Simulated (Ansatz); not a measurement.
**CaO in the zinc blende structure (space group F-43m, No. 216; a hypothetical phase, not in the database extracts checked)**

```cif
data_Ca4O4
_chemical_formula_sum 'O4 Ca4'
_space_group_name_H-M_alt 'F-43m'
_space_group_IT_number 216
_space_group_name_Hall 'F -4 2 3'
_cell_length_a 5.24368
_cell_length_b 5.24368
_cell_length_c 5.24368
_cell_angle_alpha 90.000
_cell_angle_beta 90.000
_cell_angle_gamma 90.000
loop_
_atom_site_label
_atom_site_type_symbol
_atom_site_symmetry_multiplicity
_atom_site_Wyckoff_symbol
_atom_site_fract_x
_atom_site_fract_y
_atom_site_fract_z
_atom_site_occupancy
O1 O 4 c 0.25000 0.25000 0.25000 1
Ca1 Ca 4 a 0.00000 0.00000 0.00000 1
```
(The calculation used a cell of 2 atoms; values per cell refer to that cell.)

Level of theory: Ansatz (a quantum-chemistry and plane-wave program), PBE, PAW, cutoff 420 eV, no spin-orbit coupling. Settings: 11×11×11 k-points, 0.05 eV Fermi–Dirac smearing.

```json
{
 "volume_per_atom": "18.02 Å³",
 "density": "2.58 g/cm³",
 "band_gap": "3.27 eV, indirect, W → Γ",
 "electron_mass": "0.43 mₑ",
 "Lowest conduction-band minima above the VBM": "Γ 3.27 eV",
 "total_energy": "-1193.681 eV/atom (σ→0; compares only within this code and set-up)"
}
```

Effective masses come from finite differences of ±0.01 Å⁻¹. Whether these cells are dynamically stable was not tested.
